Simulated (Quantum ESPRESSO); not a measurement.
## How a calculation on MgSi (P1, 12 atoms in the cell) responds to its settings

```xyz
12
Lattice="4.9997 0.0000 0.0000 -1.5123 4.7991 0.0000 -0.8135 -1.0113 9.1146" Properties=species:S:1:pos:R:3 pbc="T T T"
Mg     0.5154     2.7362     7.5822
Mg    -0.1055     1.4647     1.5239
Mg    -0.7929     3.9289     3.3783
Mg     2.9732     2.6207     5.7408
Mg     1.5399     3.9607     1.5194
Mg     3.9794     0.2108     7.5922
Si     1.4425     0.2828     6.2616
Si     3.3927     0.0634     4.5609
Si     1.5805     0.5661     9.0920
Si    -1.9184     2.6346     9.1033
Si     0.3059     1.6995     4.5703
Si     2.3170     1.5465     2.8766
```

Base run A: LDA (PZ), GBRV 1.5 ultrasoft (LDA) pseudopotentials run with Quantum ESPRESSO 7.5, self-consistent single point.

Its settings: ecutwfc = 40 Ry; ecutrho = 200 Ry; occupations = smearing; smearing = gauss; degauss = 0.0099958 Ry; potentials = {Mg: mg_lda_v1.4.uspp.F.UPF, Si: si_lda_v1.uspp.F.UPF}; K_POINTS = automatic 4 3 2 0 0 0; conv_thr = 1e-10 Ry.

The starting cell comes from a database of computed structures (which also holds hypothetical and non-ambient phases and stackings), without a prior relaxation at this level. In the base run, with a pressure of about -3 GPa the cell is away from its equilibrium volume at this level. Without a gap this mesh is coarse (it stands for a supercell whose shortest vector is 15 Å).

ΔF is the free energy per atom less that of run A. 

Run A gave: pressure (GPa) -3.10; largest force (eV/Å) 0.186.

Runs:
- B: degauss: 0.0099958 Ry → 0.0073499 Ry
- C: degauss: 0.0099958 Ry → 0.02205 Ry
- D: smearing: gauss → fd; degauss: 0.0099958 Ry → 0.0036749 Ry
- E: smearing: gauss → fd; degauss: 0.0099958 Ry → 0.0073499 Ry
- F: smearing: gauss → mp; degauss: 0.0099958 Ry → 0.0036749 Ry
- G: smearing: gauss → mp; degauss: 0.0099958 Ry → 0.0147 Ry
- H: smearing: gauss → cold; degauss: 0.0099958 Ry → 0.0036749 Ry
- I: smearing: gauss → cold; degauss: 0.0099958 Ry → 0.02205 Ry
- J: occupations: smearing → tetrahedra_opt; smearing: gauss → default; degauss: 0.0099958 Ry → default

**Question.** What does run I change against A?

**Answer.** The free energy rises by 1.2 meV/atom, the pressure hardly changes (-3.10 to -3.11 GPa) and the largest force moves little (0.186 to 0.181 eV/Å).

**Question.** What does run G change against A?

**Answer.** The free energy goes up by 1.9 meV/atom, the pressure hardly changes (-3.10 to -3.12 GPa) and the largest force hardly changes (0.186 to 0.190 eV/Å).

**Question.** What does run E change against A?

**Answer.** The free energy falls by 4.9 meV/atom, the pressure hardly changes (-3.10 to -3.06 GPa) and the largest force goes from 0.186 to 0.173 eV/Å.

```json
[
 {"run": "A", "ΔF (meV/atom)": "0.00", "pressure (GPa)": "-3.10", "largest force (eV/Å)": "0.186"},
 {"run": "B", "ΔF (meV/atom)": "0.89", "pressure (GPa)": "-3.11", "largest force (eV/Å)": "0.192"},
 {"run": "C", "ΔF (meV/atom)": "-7.4", "pressure (GPa)": "-3.04", "largest force (eV/Å)": "0.166"},
 {"run": "D", "ΔF (meV/atom)": "0.21", "pressure (GPa)": "-3.10", "largest force (eV/Å)": "0.189"},
 {"run": "E", "ΔF (meV/atom)": "-4.9", "pressure (GPa)": "-3.06", "largest force (eV/Å)": "0.173"},
 {"run": "F", "ΔF (meV/atom)": "2.0", "pressure (GPa)": "-3.10", "largest force (eV/Å)": "0.204"},
 {"run": "G", "ΔF (meV/atom)": "1.92", "pressure (GPa)": "-3.12", "largest force (eV/Å)": "0.190"},
 {"run": "H", "ΔF (meV/atom)": "1.98", "pressure (GPa)": "-3.10", "largest force (eV/Å)": "0.202"},
 {"run": "I", "ΔF (meV/atom)": "1.17", "pressure (GPa)": "-3.11", "largest force (eV/Å)": "0.181"},
 {"run": "J", "ΔF (meV/atom)": "9.2", "pressure (GPa)": "-3.02", "largest force (eV/Å)": "0.153"}
]
```
